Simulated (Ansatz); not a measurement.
An Ansatz (a program for electronic structure) input (PBE (Ansatz, PAW, no spin-orbit coupling)):

Ansatz 0.2 input:
```yaml
crystal:
  lattice:
    - [0, 1.9639015144, 1.9639015144]
    - [1.9639015144, 0, 1.9639015144]
    - [1.9639015144, 1.9639015144, 0]
  atoms:
    - { symbol: Rh, position: [0, 0, 0] }
basis: { ecutwfc: 420, ecutrho_ratio: 4, xc_grid: 2, fft_grid_basis: typed }
kpoints: { mp_grid: { grid: [29, 29, 29] } }
hamiltonian:
  xc: pbe
  dispersion: none
  pseudopotentials: { kind: paw }
scf: { occupations: { method: fermi_dirac, width: 0.1 }, convergence: { dr2_threshold: 0.0000000001 } }
relax: { f_tol: 0.005, max_steps: 50 }
output: { forces: true, stress: true }
checkpoint: { write: state.ck, write_every: 1000 }
```

Problem. Which symmetry and how many k-points will the program report, and about how many plane waves at Γ?

Solution. Space group Fm-3m (ITA 225) with 48 operations, k-points 680 of 24389, and 307 plane waves at Γ.

Problem. And the final pressure?

Solution. -15.53 GPa (compression positive).

The cells carry an imposed strain or load. No phonon test of stability was made. All final runs are without spin polarisation. The cell was made from Rh in the fcc (Cu type) structure (space group Fm-3m, No. 225) by this change: isotropic strain +2.50 %. Rh lies near a magnetic instability that expansion can trigger; it was not tested.
